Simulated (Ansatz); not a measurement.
Given:

End structure of the 1x1 (110) surface of bcc W:

```xyz
36
Lattice="8.2730 0.0000 0.0000 -2.7577 7.7999 0.0000 0.0000 0.0000 26.0000" Properties=species:S:1:pos:R:3 pbc="T T T"
W      0.9192     1.3000     9.6951
W      0.0000     3.8999     9.6951
W     -0.9192     6.4999     9.6951
W      3.6769     1.3000     9.6951
W      2.7577     3.8999     9.6951
W      1.8385     6.4999     9.6951
W      6.4346     1.3000     9.6951
W      5.5153     3.8999     9.6951
W      4.5961     6.4999     9.6951
W      0.0000     0.0000    11.8698
W     -0.9192     2.6000    11.8698
W     -1.8385     5.1999    11.8698
W      2.7577     0.0000    11.8698
W      1.8384     2.6000    11.8698
W      0.9192     5.1999    11.8698
W      5.5154     0.0000    11.8698
W      4.5961     2.6000    11.8698
W      3.6769     5.1999    11.8698
W      0.9192     1.3000    14.1302
W      0.0000     3.8999    14.1302
W     -0.9192     6.4999    14.1302
W      3.6769     1.3000    14.1302
W      2.7577     3.8999    14.1302
W      1.8385     6.4999    14.1302
W      6.4346     1.3000    14.1302
W      5.5153     3.8999    14.1302
W      4.5961     6.4999    14.1302
W      0.0000     0.0000    16.3049
W     -0.9192     2.6000    16.3049
W     -1.8385     5.1999    16.3049
W      2.7577     0.0000    16.3049
W      1.8384     2.6000    16.3049
W      0.9192     5.1999    16.3049
W      5.5154     0.0000    16.3049
W      4.5961     2.6000    16.3049
W      3.6769     5.1999    16.3049
```

Set-up: 36 atoms, 6.6 Å thick at the start (thin: gaps and levels are the slab's own); mesh 4x4x1; 0.1 eV smearing; dipole correction on; 18 atoms held, the rest relaxed; held to the start's symmetry, so lower structures may exist; no spin, no spin-orbit, no U.

Question: Estimate the work function of the top face that PBE (Ansatz, a program for electronic structure) returns for this input.

Answer: 4.82 eV
